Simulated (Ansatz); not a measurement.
We consider fluorite CoSi2, described by revPBE (plane waves, PAW; Ansatz, an electronic-structure program).

Numerical settings: plane-wave cutoff 520 eV, 14×14×14 k mesh, Fermi–Dirac smearing 0.1 eV, perturbation theory, no spin polarisation, scalar-relativistic PAW data made under PBE.

Computed at the level's own relaxed cell.

```
CELL_PARAMETERS angstrom
      0.00000     2.69091     2.69091
      2.69091     0.00000     2.69091
      2.69091     2.69091     0.00000
ATOMIC_POSITIONS crystal
  Co 0.00000 0.00000 0.00000
  Si 0.25000 0.25000 0.25000
  Si 0.75000 0.75000 0.75000
```

Harmonic phonon frequencies (cm⁻¹; i marks an imaginary mode):

| q point | frequencies |
|---|---|
| Γ | 0 0 0 323 323 323 326 326 326 |
| X | 177 177 256 266 266 279 363 369 369 |
| L | 110 110 292 305 305 332 344 349 349 |

No imaginary mode appears at these points.
